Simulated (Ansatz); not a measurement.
The starting structures come from a database of crystals and need not be the phases stable at ambient conditions.

 Where the default PAW files enter, the runs use the earlier of Ansatz's two default sets.

Evanescent states of KRb2ScF6 (Fm-3m, not sure to be the ambient phase, 10 atoms a cell, 19.5 Å³ an atom, -2 GPa at this level) along the normal of (111)

Computed with r2SCAN (plane waves, PAW; Ansatz, a quantum-chemistry and plane-wave program).

The gap is the functional's own, uncorrected, and κ follows it; spin-orbit coupling is left out. Mid-gap values are interpolated between the computed energies.

Energies count from the valence-band top; κ is the least over a 6×6 mesh across the current.

```tsv
E (eV)	κ (1/Å)	where
0.16	0.346	Γ
0.48	0.433	Γ
0.80	0.485	Γ
1.12	0.520	Γ
1.44	0.543	Γ
1.76	…	Γ
2.08	…	Γ
2.40	…	Γ
2.72	…	Γ
3.04	…	Γ
3.36	…	Γ
3.68	…	Γ
4.00	…	Γ
4.32	…	Γ
4.64	…	Γ
4.96	…	Γ
5.28	…	Γ
5.60	0.424	Γ
5.92	0.385	Γ
6.24	0.338	Γ
6.56	0.277	Γ
6.88	0.190	Γ
```

Problem. Some entries are withheld; supply them.

Solution. 
- 1.76, κ (1/Å): 0.559
- 2.08, κ (1/Å): 0.568
- 2.40, κ (1/Å): 0.573
- 2.72, κ (1/Å): 0.573
- 3.04, κ (1/Å): 0.570
- 3.36, κ (1/Å): 0.564
- 3.68, κ (1/Å): 0.554
- 4.00, κ (1/Å): 0.542
- 4.32, κ (1/Å): 0.526
- 4.64, κ (1/Å): 0.507
- 4.96, κ (1/Å): 0.483
- 5.28, κ (1/Å): 0.456
